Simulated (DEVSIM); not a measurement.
Device: Schottky contact on n-type Si, at 300 K.

```
layer (left to right)  material  thickness (μm)  Nd (cm⁻³)  τn (s)  τp (s)
---------------------  --------  --------------  ---------  ------  ------
1                            Si            2.40     6.3e15  3.1e-6  3.1e-6
2                            Si            9.10     9.4e17  3.1e-6  3.1e-6
```

Left contact: Schottky, work function 4.9 eV, emission velocity 8.5e6 cm/s. Right contact: ohmic. Voltage is applied to the left contact. Recombination: SRH at mid-gap, Auger. Gap narrowing is on: ΔEg = 6.92 meV × (l + √(l² + 0.5)), l = ln(N/1.3e17 cm⁻³), shared equally by both band edges. Mobility is μmin + (μ − μmin)/(1 + (N/Nref)^α).

The device is made up for the run: typed textbook-type constants, with dimensions and the other settings drawn at random. Values at 300 K.

```csv
parameter,Si
gap (eV),1.124
affinity (eV),4.05
permittivity,11.7
Nc (cm⁻³),2.86e19
Nv (cm⁻³),3.1e19
μn (cm²/Vs),1417
μp (cm²/Vs),470
"μn,min",52
"μp,min",45
"Nref,n",9.7e16
"Nref,p",2.2e17
αn,0.68
αp,0.72
Cn (cm⁶/s),2.8e-31
Cp (cm⁶/s),9.9e-32
```

DEVSIM, 1D drift-diffusion, Boltzmann statistics, complete ionisation; no tunnelling, impact ionisation, image-force lowering or self-heating. Metal contacts follow the ideal Schottky-Mott rule: no Fermi-level pinning, no interface dipoles.

**Question.** Tabulate band edges, carrier densities and field at -2.0 V on the left contact.

**Answer.** Energies count from the Fermi level of the right contact; mesh points crowd at the junctions.

```tsv
x (μm)	Ec (eV)	Ev (eV)	n (cm⁻³)	p (cm⁻³)	field (V/cm)
0.000	2.850	1.726	13000	7.8e14	-71000
0.03003	2.640	1.517	14000	2.4e11	-68000
0.09684	2.205	1.082	16000	14000	-62000
0.2349	1.444	0.321	21000	2100	-48000
0.7391	0.231	-0.892	3.7e15	< 1e2	-2500
1.535	0.218	-0.906	6.3e15	< 1e2	≈ 0
2.025	0.218	-0.906	6.3e15	< 1e2	≈ 0
2.283	0.212	-0.911	7.8e15	< 1e2	-1100
2.361	0.188	-0.936	2.0e16	< 1e2	-7300
2.396	0.136	-0.988	1.5e17	< 1e2	-32000
2.420	0.088	-1.007	9.3e17	< 1e2	-420
2.509	0.088	-1.008	9.4e17	< 1e2	≈ 0
2.675	0.088	-1.008	9.4e17	< 1e2	≈ 0
3.050	0.088	-1.008	9.4e17	< 1e2	≈ 0
4.312	0.088	-1.008	9.4e17	< 1e2	≈ 0
6.738	0.088	-1.008	9.4e17	180	≈ 0
9.322	0.088	-1.008	9.4e17	280	≈ 0
10.51	0.088	-1.008	9.4e17	330	≈ 0
11.18	0.088	-1.008	9.4e17	360	≈ 0
11.37	0.088	-1.008	9.4e17	360	≈ 0
11.46	0.088	-1.008	9.4e17	370	≈ 0
11.50	0.088	-1.008	9.4e17	370	≈ 0
```
